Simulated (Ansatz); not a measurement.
SrTiO3 (I4/mcm, No. 140, 10 atoms in the cell; start COD 2310687) was calculated with PBEsol (PAW; Ansatz, a quantum-chemistry and plane-wave program).

Settings: plane-wave cutoff 520 eV, 10×10×10 k mesh, Fermi–Dirac smearing 0.01 eV, no spin polarisation, scalar-relativistic PAW data made under PBE.

Cell (relaxed at this level):

SrTiO3 has the tetragonal space group I4/mcm (No. 140), Pearson symbol tI20. Cell: a = b = 5.4876 Å, c = 7.8094 Å, α = β = γ = 90.00°. Sr on 4b is coordinated by 8 O at 2.620–2.744 Å and 4 O at 2.891 Å (cuboctahedral). O1 on 4a has 2 Ti at 1.952 Å and 4 Sr at 2.744 Å (octahedral). Ti on 4c is coordinated by 6 O at 1.950–1.952 Å (octahedral). O2 on 8h has 2 Ti at 1.950 Å and 2 Sr at 2.620 Å and 2 Sr at 2.891 Å (octahedral). (Neighbours: up to the widest gap in distance over summed covalent radii, below 1.35, at either atom; cation-cation and far metal-metal contacts left out.)
(The calculation used a cell of 10 atoms; values per cell refer to that cell.)

Task: Estimate the band gap that the calculation returns.

Result: 
band gap: 1.97 eV (on the SCF k mesh)

Note: the relaxation could not lower the start's symmetry, so the cell can be a saddle point above a distorted one.

Spin–orbit coupling is not included.

Computed values are for the static lattice.
